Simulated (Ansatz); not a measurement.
Worked example: relaxation of cell and atoms of Li3Ag (I4/mmm, 4 atoms in the cell) in Ansatz (an electronic-structure program).

Computed with PBEsol, default PAW files made with PBE (plane waves; Ansatz).

The change in words: atoms on their sites; basis.ecutwfc: 420 eV → 295 eV; relax: default → cell and atoms. Reference geometry:
```yaml
crystal:
  lattice:
    - [-2.10280, 2.10280, 3.65758]
    - [2.10280, -2.10280, 3.65758]
    - [2.10280, 2.10280, -3.65758]
  atoms:
    - { symbol: Li, position: [0.25000, 0.75000, 0.50000] }
    - { symbol: Li, position: [0.75000, 0.25000, 0.50000] }
    - { symbol: Li, position: [0.50684, 0.50684, 0.00000] }
    - { symbol: Ag, position: [0.00000, 0.00000, 0.00000] }
```

Reference input (self-consistent single point, DFT, PBEsol, plane waves, default PAW files made with PBE): basis.ecutwfc = 420 eV; kpoints.mp_grid.grid = 11 11 11; hamiltonian.xc = pbesol; hamiltonian.pseudopotentials = {kind: paw} (the program's default PAW files); scf.occupations.method = gaussian; scf.occupations.width = 0.1 eV. This run's input differs from it in these lines:

Ansatz 0.2 input:
```diff
@@ -9,6 +9,6 @@
     - { symbol: Li, position: [0.750000, 0.250000, 0.500000] }
-    - { symbol: Li, position: [0.506835, 0.506835, 0.000000] }
+    - { symbol: Li, position: [0.500000, 0.500000, 0.000000] }
     - { symbol: Ag, position: [0.000000, 0.000000, 0.000000] }
 basis:
-  ecutwfc: 420.0 eV
+  ecutwfc: 295.0 eV
 kpoints:
@@ -20,2 +20,4 @@
   occupations: { method: gaussian, width: 0.1 eV }
+relax:
+  cell: {}
 output:
```

Log, with long lists cut:

```
   [... SCF lines of the steps left out ...]
relax step   1: F+E_penalty+E_count = -8131.59103582 eV  Δ(F+E_penalty+E_count) = +0.000e0 eV  max|allowed force component| = 9.541e-18 eV/Å  Δτ_max = 0.0000 Å  P = +0.022 GPa  Ω = 64.692 Å³  (7 SCF iters, dr2 threshold 1.00e-7 eV, accepted)
relax step   2: F+E_penalty+E_count = -8131.58986188 eV  Δ(F+E_penalty+E_count) = +1.174e-3 eV  max|allowed force component| = 1.735e-17 eV/Å  Δτ_max = 0.0000 Å  P = -0.026 GPa  Ω = 64.736 Å³  energy of the carried Pulay correction = -1.231e-3 eV  [...]
   [... lines left out ...]
relax step  12: F+E_penalty+E_count = -8131.59128365 eV  Δ(F+E_penalty+E_count) = +4.820e-5 eV  max|allowed force component| = 1.128e-17 eV/Å  Δτ_max = 0.0000 Å  P = -0.000 GPa  Ω = 64.748 Å³  energy of the carried Pulay correction = -6.391e-5 eV  [...]
relax step  13: F+E_penalty+E_count = -8131.59120566 eV  Δ(F+E_penalty+E_count) = +7.799e-5 eV  max|allowed force component| = 7.806e-18 eV/Å  Δτ_max = 0.0000 Å  P = +0.001 GPa  Ω = 64.748 Å³  stress off target by 4.75e-2 GPa  SCF on the basis [...]
basis re-selected at this cell: Δ(F+E_penalty+E_count) = +7.799e-5 eV, ΔP = +0.001 GPa vs the last step
the relaxation is at rest under the 16 symmetry operations that the run kept from its start: a minimum is not shown …
Stability not checked: this state was not tested for a lower state beside it, because too few of the mixer's solves of this state at the end of the SCF gave a …
Free energy (F): -8131.591206 eV
Internal energy: -8131.584617 eV  (E = F + TS)
   [... lines left out ...]
Fermi energy:    5.873404 eV
  cell:  # Å, volume = 64.7478 Å³
   [... lines left out ...]
    - [2.0944330104856044, -2.0944330104856044, 3.690049735502407]
    - [2.0944330104856044, 2.0944330104856044, -3.690049735502407]
  atoms:
    - { symbol: Li, position: [0.25, 0.75, 0.5] }
    - { symbol: Li, position: [0.75, 0.25, 0.5] }
    - { symbol: Li, position: [0.5, 0.5, 1.9428022905938625e-34] }
    - { symbol: Ag, position: [-7.805603253608572e-35, -1.0023772371166621e-34, -1.8986364896356269e-34] }
```

The run converged. 

Summary of the result:
- Free energy E − TS (on the zero of these files): -8131.5912 eV
- Fermi level (on the code's own zero): 5.87 eV
- Pressure: 0.00 GPa
- Final cell: a = 4.732 Å, b = 4.732 Å, c = 4.732 Å, α = 127.46°, β = 127.46°, γ = 77.51°
- Final volume per atom: 16.19 Å³
- Relaxation steps: 13

The starting cell comes from a database of computed structures (which also holds hypothetical and non-ambient phases and stackings), without a prior relaxation at this level. Its lattice was rescaled by up to half a per cent. The relaxation keeps the symmetry of its start, so its end need not be a minimum. Ansatz's pressure includes its estimate of the finite-basis (Pulay) stress. Without the estimate this run gives -4.39 GPa. The cutoff lies below the one recommended for these files.

Cost on one core of a shared machine: roughly 40 s.
